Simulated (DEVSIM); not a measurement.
Device: Al0.35Ga0.65As/GaAs p-n heterojunction, at 350 K.

Layer 1 from the left is Al0.35Ga0.65As, thickness (μm) 0.330, Na (cm⁻³) 3.1e16, τn (s) 1.7e-9, τp (s) 1.7e-9. Layer 2 from the left is GaAs, thickness (μm) 0.0940, Nd (cm⁻³) 2.3e16, τn (s) 1.7e-9, τp (s) 1.7e-9.

Left contact: ohmic. Right contact: ohmic. Voltage is applied to the left contact. Recombination: SRH at mid-gap, radiative, Auger. Mobility is μmin + (μ − μmin)/(1 + (N/Nref)^α).

Constants are typed, rounded textbook-type inputs, not results; the design itself was drawn at random and stands for no fabricated device. Values at 300 K; Nc and Nv go as T^1.5, mobilities as T to minus their exponent, the gap by Varshni's rule with the affinity fixed.

Al0.35Ga0.65As: gap (eV) 1.8604, affinity (eV) 3.7935, permittivity 11.91, Nc (cm⁻³) 7.44e17, Nv (cm⁻³) 9e18, μn (cm²/Vs) 3495, μp (cm²/Vs) 176, μn,min 500, μp,min 20, Nref,n 6e16, Nref,p 1.5e17, αn 0.39, αp 0.38, T exponent of μn 2.1, T exponent of μp 2.2, B (cm³/s) 2e-10, Cn (cm⁶/s) 1e-30, Cp (cm⁶/s) 1e-30, Varshni α (eV/K) 0.000541, Varshni β (K) 204. GaAs: gap (eV) 1.424, affinity (eV) 4.07, permittivity 12.9, Nc (cm⁻³) 4.7e17, Nv (cm⁻³) 9e18, μn (cm²/Vs) 8500, μp (cm²/Vs) 400, μn,min 500, μp,min 20, Nref,n 6e16, Nref,p 1.5e17, αn 0.39, αp 0.38, T exponent of μn 2.1, T exponent of μp 2.2, B (cm³/s) 2e-10, Cn (cm⁶/s) 1e-30, Cp (cm⁶/s) 1e-30, Varshni α (eV/K) 0.000541, Varshni β (K) 204.

DEVSIM, 1D drift-diffusion, Boltzmann statistics, complete ionisation; no tunnelling, impact ionisation, image-force lowering or self-heating. Band offsets follow the typed affinities; no thermionic-emission limit at abrupt steps, no polarisation charge.

**Question.** What does the simulation give for the dark forward voltage at 100 A/cm², the dark forward voltage at 1 A/cm², the largest field in the device at zero bias, the potential step across the device at zero bias?

**Answer.** dark forward voltage at 100 A/cm² 1.036 V; dark forward voltage at 1 A/cm² 0.835 V; largest field in the device at zero bias 81000 V/cm; potential step across the device at zero bias 1.285 V.
